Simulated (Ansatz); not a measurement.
Take SiC in the wurtzite structure (space group P6_3mc, No. 186; a = 3.076 Å, c = 5.048 Å) as the base. Axes: x lies along a and z along c of the hexagonal cell.

Computed with Ansatz (an electronic-structure program), PBEsol, PAW, cutoff 420 eV, no SOC.

Base values:

The band gap is 2.12 eV and the pressure comes out as 0.00 GPa. The electron mass is 0.26 mₑ along c, 0.43 mₑ across (at K).

Perturbation: the cell is compressed by 1.80 % along z with no lateral relaxation; the atoms relax in the strained cell.

Problem. Predict the new band gap, pressure and electron mass.

Solution. The band gap grows by 0.041 eV to 2.17 eV; the pressure (mean of the normal stresses, compression positive) goes from zero to 4.15 GPa; the electron mass goes from 0.26 mₑ along c, 0.43 mₑ across (at K) to 0.25 mₑ along z, 0.43 mₑ across (at K).

Effective masses come from finite differences of ±0.01 Å⁻¹. Whether these cells are dynamically stable was not tested.
